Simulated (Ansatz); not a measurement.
Take ZnS in the zinc blende structure (space group F-43m, No. 216) as the base.

```xyz
2
Lattice="0.0000 2.6946 2.6946 2.6946 0.0000 2.6946 2.6946 2.6946 0.0000" Properties=species:S:1:pos:R:3 pbc="T T T"
Zn     0.0000     0.0000     0.0000
S      1.3473     1.3473     1.3473
```

Cartesian axes are those of the cell as printed.

Method: Kohn–Sham DFT with the r2SCAN functional, run in Ansatz (a program for electronic structure) with PAW and 500 eV plane waves, no spin-orbit coupling.

Base values:

- Valley order: Γ 2.70 eV; X along ⟨100⟩ 3.71 eV; L along ⟨111⟩ 3.82 eV

Now apply this change: biaxial strain +2.08 %, plane normal [111], relaxed out of plane (Cartesian); in-plane vectors clamped, the third vector and the atoms free.

Problem. Estimate the effect on the valley order and ratio −ε⊥/ε∥.

Solution. The valley order (the lowest conduction-band minima on the path, energy above the VBM, named in the base's zone) becomes Γ 2.45 eV; L along [111] 3.40 eV; X along [001] 3.61 eV; L along [1-1-1] 3.74 eV (base: Γ 2.70 eV; X along ⟨100⟩ 3.71 eV; L along ⟨111⟩ 3.82 eV); the ratio −ε⊥/ε∥ amounts to 0.60.

The levels and masses belong to the bands next to the band gap. Whether these cells are dynamically stable was not tested.
